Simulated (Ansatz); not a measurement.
# How far PBE and r2SCAN part for TiAl3, pressure 0.7 GPa

The parent structure is TiAl3 (space group I4/mmm, No. 139; a = 3.846 Å, c = 8.620 Å).

(Cell as relaxed with PBE.)

Levels (all Ansatz, a quantum-chemistry and plane-wave program, PAW): PBE (420 eV, scalar-relativistic without spin-orbit coupling); r2SCAN (500 eV, no spin-orbit coupling).

Each level relaxes its own structure.

```
base                      PBE    r2SCAN
-------------------  --------  --------
volume per atom      15.94 Å³  15.65 Å³
lattice parameter a   3.846 Å   3.824 Å
band gap                 zero      zero
```

It is then changed as follows: a hydrostatic pressure of 0.7 GPa.

| quantity | PBE | r2SCAN |
|---|---|---|
| c/a ratio | 2.241 | ___ |
| volume per atom | 15.83 Å³ | ___ |

Task: Predict the r2SCAN column.

Result: 
- c/a ratio, r2SCAN: 2.238
- volume per atom, r2SCAN: 15.56 Å³

PBE's c/a ratio lies 0.003 above r2SCAN's; PBE's volume per atom lies 0.278 Å³ above r2SCAN's (1.8 %). Neither level is exact; r2SCAN is the comparison here, not a measurement.

Load acts through the strain it causes; cell and atoms are relaxed under it. Whether these cells are dynamically stable was not tested. The final runs are not spin-polarised.
